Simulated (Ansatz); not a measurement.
## fcc Al (1 1 0) on tetragonal BaTiO3 (1 1 0) (film strained to the substrate, started from cuts of the bulks and a machine-learned relaxation; slabs Ba5Ti5O13 and Al16, which can lie off the formulas)

A periodic stack without vacuum, fcc Al (1 1 0) on tetragonal BaTiO3 (1 1 0) (film strained to the substrate, started from cuts of the bulks and a machine-learned relaxation; slabs Ba5Ti5O13 and Al16, which can lie off the formulas): substrate slab Ba5Ti5O13, film Al16, surface cells [[0, 1], [-1, 0]] and [[0, 2], [-1, 0]], film strained by -1.4 and +4.0 %, outermost planes BaOTi/BaOTi and Al/Al as cut, which need not be the usual terminations and can put a slab off its formula.

The start was prepared with a machine-learned potential, and the result is one local minimum, with the in-plane cell held and forces under 0.04 eV/Å; the film can end far from its bulk form.

Level of theory: PBE (plane waves to 420 eV, PAW; Ansatz, a first-principles code). Spin–orbit coupling is left out; the runs are not spin-polarised; PBE gaps are too small against experiment. Its k-point mesh 6×8×1, Fermi–Dirac width 0.05 eV.

- interface area = 23.7 Å²
- period = 26.08 Å
- heights between the nearest atoms of the two slabs at the two interfaces = 2.52 and 2.52 Å
- Al–Ba contacts across the interfaces within 1.22 times the sum of covalent radii = 10, mean 3.63 Å
- Al–Ti contacts across the interfaces within 1.22 times the sum of covalent radii = 4, mean 3.03 Å

```xyz
39
Lattice="5.6359 0.0005 0.0947 0.0001 4.2023 -0.0282 0.9091 -1.9270 26.1114" Properties=species:S:1:pos:R:3 pbc="T T T"
Ba     1.6042    -0.4163     1.2221
Ti     4.4166     1.8134     1.4123
O      4.4216     3.6114     1.2876
Ba     4.3651    -0.3511     4.1432
Ti     1.5453     1.8067     4.0825
O      1.5493    -0.5568     4.0385
O      2.9573     1.5954     2.5792
O      5.8437     1.5890     2.6266
Ba     1.4983    -0.3350     6.8802
Ti     4.3159     1.8301     6.9138
O      4.3158    -0.5247     6.9278
O      5.7495     1.6468     5.5021
O      2.9327     1.6407     5.4561
Ba     4.2677    -0.3118     9.7116
Ti     1.4514     1.8445     9.6496
O      1.4479    -0.5165     9.7220
O      2.8836     1.6672     8.3229
O      5.6994     1.6616     8.3687
Ba     1.3998    -0.3384    12.5391
Ti     4.2223     1.8900    12.4133
O      4.2177    -0.5133    12.5424
O      5.6804     1.6545    11.2469
O      2.7954     1.6511    11.2004
Al     4.1485    -0.3901    16.4303
Al     1.3283    -0.3863    16.3322
Al     5.5572     1.7034    15.1186
Al     2.7777     1.7047    15.0831
Al     1.2823    -0.3726    19.1781
Al     4.0967    -0.3723    19.2383
Al     2.7118     1.7206    17.8483
Al     5.5342     1.7212    17.8887
Al     4.0478    -0.3514    22.0498
Al     1.2344    -0.3515    21.9954
Al     5.4852     1.7400    20.7002
Al     2.6635     1.7388    20.6658
Al     1.1576    -0.3335    24.7599
Al     4.0149    -0.3353    24.8201
Al     2.6150     1.7609    23.5113
Al     5.4309     1.7576    23.5083
```
